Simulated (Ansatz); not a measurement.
Consider MoS₂ in the 3R-MoS2 type structure (space group R3m, No. 160; layered, stacked along the Cartesian z axis).

```
MoS2
1.0
    1.58770     0.91666     6.19534
   -1.58770     0.91666     6.19534
    0.00000    -1.83332     6.19534
Mo S
1 2
Direct
  0.00000   0.00000   0.00000
  0.75029   0.75029   0.75029
  0.58300   0.58300   0.58300
```

Cartesian axes are those of the cell as printed.

Level of theory: Ansatz (a quantum-chemistry and plane-wave program) r2SCAN+rVV10, without spin-orbit coupling, earlier PAW set.

One thing is altered: the cell is stretched by 2.02 % along y with no lateral relaxation; the atoms relax in the strained cell.

**Question.** Predict the stress tensor and what it implies for the stiffness.

**Answer.** Stress of the strained cell less that of the base (GPa, compression positive):
```
  -1.19    0.00    0.00
   0.00   -4.42    0.07
   0.00    0.07   -0.24
```

Then −Δσ_ii/ε with ε = 0.0202 gives secant stiffness values (nonlinear terms included at this strain): C22 ≈ 219 GPa and C12 ≈ 59 GPa.

As a check, the harmonic strain energy −½ V₀ Δσ:ε is 5.0 meV/atom; the computed energy rise is 5.1 meV/atom.

Stability against distortions was not tested.
